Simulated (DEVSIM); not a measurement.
Device: In0.49Ga0.51P/GaAs n-p heterojunction, at 300 K.

```csv
layer (left to right),material,thickness (μm),Nd (cm⁻³),Na (cm⁻³),τn (s),τp (s)
1,In0.49Ga0.51P,1.30,1.2e17,-,1.3e-9,3.9e-11
2,GaAs,3.50,-,4e16,1.3e-9,1.3e-9
```

Left contact: ohmic. Right contact: ohmic. Voltage is applied to the left contact. Recombination: SRH at mid-gap, Auger. Mobility is constant in doping.

The device is made up for the run: typed textbook-type constants, with dimensions and the other settings drawn at random. Values at 300 K.

| parameter | In0.49Ga0.51P | GaAs |
|---|---|---|
| gap (eV) | 1.89 | 1.424 |
| affinity (eV) | 4 | 4.07 |
| permittivity | 11.8 | 12.9 |
| Nc (cm⁻³) | 9e17 | 4.7e17 |
| Nv (cm⁻³) | 1.3e19 | 9e18 |
| μn (cm²/Vs) | 1500 | 8500 |
| μp (cm²/Vs) | 80 | 400 |
| Cn (cm⁶/s) | 3e-30 | 1e-30 |
| Cp (cm⁶/s) | 3e-30 | 1e-30 |

Model (solved in DEVSIM): 1D drift-diffusion, Boltzmann statistics, complete ionisation; no tunnelling, impact ionisation, image-force lowering or self-heating. Band offsets follow the typed affinities; no thermionic-emission limit at abrupt steps, no polarisation charge.

Task: Tabulate band edges, carrier densities and field at zero bias.

Result: Energies count from the Fermi level of the right contact; mesh points crowd at the junctions.

| x (μm) | Ec (eV) | Ev (eV) | n (cm⁻³) | p (cm⁻³) | field (V/cm) |
|---|---|---|---|---|---|
| 0.000 | 0.052 | -1.838 | 1.2e17 | < 1e2 | ≈ 0 |
| 0.007445 | 0.052 | -1.838 | 1.2e17 | < 1e2 | ≈ 0 |
| 0.02635 | 0.052 | -1.838 | 1.2e17 | < 1e2 | ≈ 0 |
| 0.07762 | 0.052 | -1.838 | 1.2e17 | < 1e2 | ≈ 0 |
| 0.2847 | 0.052 | -1.838 | 1.2e17 | < 1e2 | ≈ 0 |
| 0.7010 | 0.052 | -1.838 | 1.2e17 | < 1e2 | ≈ 0 |
| 1.067 | 0.052 | -1.838 | 1.2e17 | < 1e2 | ≈ 0 |
| 1.237 | 0.065 | -1.825 | 7.4e16 | < 1e2 | 9900 |
| 1.278 | 0.214 | -1.676 | 2.3e14 | < 1e2 | 71000 |
| 1.294 | 0.352 | -1.538 | 1.1e12 | < 1e2 | 100000 |
| 1.301 | 0.351 | -1.073 | 6.1e11 | < 1e2 | 100000 |
| 1.315 | 0.490 | -0.934 | 2.8e9 | 1800 | 93000 |
| 1.346 | 0.751 | -0.673 | 110000 | 4.4e7 | 75000 |
| 1.425 | 1.172 | -0.252 | < 1e2 | 5.3e14 | 31000 |
| 1.755 | 1.284 | -0.140 | < 1e2 | 4.0e16 | ≈ 0 |
| 2.468 | 1.284 | -0.140 | < 1e2 | 4.0e16 | ≈ 0 |
| 3.771 | 1.284 | -0.140 | < 1e2 | 4.0e16 | ≈ 0 |
| 4.416 | 1.284 | -0.140 | < 1e2 | 4.0e16 | ≈ 0 |
| 4.695 | 1.284 | -0.140 | < 1e2 | 4.0e16 | ≈ 0 |
| 4.762 | 1.284 | -0.140 | < 1e2 | 4.0e16 | ≈ 0 |
| 4.788 | 1.284 | -0.140 | < 1e2 | 4.0e16 | ≈ 0 |
| 4.800 | 1.284 | -0.140 | < 1e2 | 4.0e16 | ≈ 0 |
